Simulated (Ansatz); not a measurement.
The starting structures come from a database of crystals and need not be the phases stable at ambient conditions.

Inside the gap of an insulator the Bloch states are evanescent, with a wavenumber k + iκ along the transport direction.

Input:

```yaml
crystal:
  lattice:
    - [3.91671, 0.00000, 0.00000]
    - [0.00000, 6.45503, 0.00000]
    - [1.95835, 0.00000, 3.46119]
  atoms:
    - { symbol: Be, position: [0.66667, 0.49957, 0.66667] }
    - { symbol: Be, position: [0.33333, 0.99957, 0.33333] }
    - { symbol: Te, position: [0.66667, 0.12543, 0.66667] }
    - { symbol: Te, position: [0.33333, 0.62543, 0.33333] }
```

Space group of this cell: Cmc2_1. The cell is strained (lengths across the current scaled by 0.98, ions clamped); by r2SCAN its mean pressure is 2.2 GPa.

Transport runs along the normal of the first two printed cell vectors.

The gap is the functional's own, uncorrected, and κ follows it; spin-orbit coupling is left out. Mid-gap values are interpolated between the computed energies.

Q: Estimate the band gap and the smallest decay constant κ at mid-gap that Ansatz (an electronic-structure program) with r2SCAN returns for this system.

A: Gap 2.36 eV on a 10×6×10 mesh; κ = 0.197 1/Å, at the zone centre.
